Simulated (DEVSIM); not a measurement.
System: InP p-i-n diode, at 300 K.

Layer 1 from the left is InP, thickness (μm) 1.20, Na (cm⁻³) 1.2e18, τn (s) 4.6e-9, τp (s) 4.6e-9. Layer 2 from the left is InP, thickness (μm) 0.770, Nd (cm⁻³) 9.9e11, τn (s) 4.6e-9, τp (s) 4.6e-9. Layer 3 from the left is InP, thickness (μm) 0.350, Nd (cm⁻³) 2.1e17, τn (s) 4.6e-9, τp (s) 4.6e-9.

Left contact: ohmic. Right contact: ohmic. Voltage is applied to the left contact. Recombination: SRH at mid-gap, Auger. Mobility is μmin + (μ − μmin)/(1 + (N/Nref)^α).

The device is made up for the run: typed textbook-type constants, with dimensions and the other settings drawn at random. Values at 300 K.

InP: gap (eV) 1.344, affinity (eV) 4.38, permittivity 12.5, Nc (cm⁻³) 5.7e17, Nv (cm⁻³) 1.1e19, μn (cm²/Vs) 5200, μp (cm²/Vs) 170, μn,min 400, μp,min 10, Nref,n 3e17, Nref,p 4.9e17, αn 0.47, αp 0.62, Cn (cm⁶/s) 9e-31, Cp (cm⁶/s) 9e-31.

DEVSIM, 1D drift-diffusion, Boltzmann statistics, complete ionisation; no tunnelling, impact ionisation, image-force lowering or self-heating.

Question: What does the simulation give for the potential step across the device at zero bias, the dark forward voltage at 1 A/cm², the dark forward voltage at 100 A/cm²?

Answer: potential step across the device at zero bias 1.261 V; dark forward voltage at 1 A/cm² 0.936 V; dark forward voltage at 100 A/cm² 1.106 V.
